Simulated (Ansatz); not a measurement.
**TiGeO3: response to strain**

Start from TiGeO3 (space group R-3, No. 148; a cell from a computed database, its experimental status unchecked; layered, stacked along the Cartesian z axis).

```xyz
10
Lattice="2.4885 1.4367 6.5828 -2.4885 1.4367 6.5828 0.0000 -2.8735 6.5828" Properties=species:S:1:pos:R:3 pbc="T T T"
Ti     0.0000     0.0000     3.4100
Ti     0.0000     0.0000    16.3384
Ge     0.0000     0.0000     7.8419
Ge     0.0000     0.0000    11.9065
O      1.6989     0.0089     8.8124
O     -1.6989    -0.0089    10.9360
O     -0.8417    -1.4758     8.8124
O      0.8417     1.4758    10.9360
O     -0.8572     1.4668     8.8124
O      0.8572    -1.4668    10.9360
```

Cartesian axes are those of the cell as printed.

Strains are applied to the cell and any free atomic positions relax; under biaxial strain the out-of-plane vector relaxes too.

Level of theory: PBEsol/PAW in Ansatz (a first-principles code), without spin-orbit coupling.

Notes on the quantities. energy relative to the base: free energy F.

```csv
change,volume per atom,band gap,energy relative to the base,hole mass
base,14.12 Å³,1.13 eV,0 meV/atom,–
"biaxial strain +0.72 %, plane normal [001], relaxed out of plane",14.26 Å³,1.18 eV,+1.1 meV/atom,"0.88 mₑ out of plane, 0.53 mₑ in plane (at Γ)"
"biaxial strain +2.86 %, plane normal [001], relaxed out of plane",14.66 Å³,1.33 eV,+17 meV/atom,"1.1 mₑ out of plane, 0.57 mₑ in plane (at Γ)"
uniaxial strain ε_zz = −0.35 %,14.07 Å³,1.13 eV,0.0 meV/atom,"0.84 mₑ along z, 0.51 mₑ across (at Γ)"
```

Masses are band curvatures over ±0.01 Å⁻¹ around the edge. Whether these cells are dynamically stable was not tested. The final runs are not spin-polarised. No dispersion term is included in the PBEsol runs.
